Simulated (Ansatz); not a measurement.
The starting structures come from a database of crystals and need not be the phases stable at ambient conditions.

Consider the following.

```xyz
4
Lattice="3.9093 0.0000 0.0000 0.0000 3.9093 0.0000 0.0000 0.0000 5.5221" Properties=species:S:1:pos:R:3 pbc="T T T"
Zn     1.9546     0.0000     4.2137
Zn     0.0000     1.9546     1.3084
Se     0.0000     0.0000     2.7611
S      1.9546     1.9546     0.0000
```

Space group of this cell: P-4m2. The cell is taken as given.

All values below come from r2SCAN (plane waves, PAW; Ansatz, a program for electronic structure).

The current runs along the normal of the first two printed vectors; no spin-orbit coupling. Scaled by the factor s: the length along the current (ions clamped). Meshes 8×8×6 and 8×8 across the current in all rows.

```tsv
s	mean pressure (GPa)	band gap (eV)
0.97	2.3	?
1.00	0.0	2.17
1.03	-2.0	2.00
```

Question: Take the slope of the band gap against ln s from the two given rows, extrapolate to s = 0.97, and say what the run there gives.

Answer: Slope = (2.00 − 2.17) / ln 1.03 = -5.75 eV. The line gives 2.17 + (-5.75) × ln 0.97 = 2.35 eV. The run gives 2.28 eV, 0.07 eV under the line, 37 % of the predicted step.
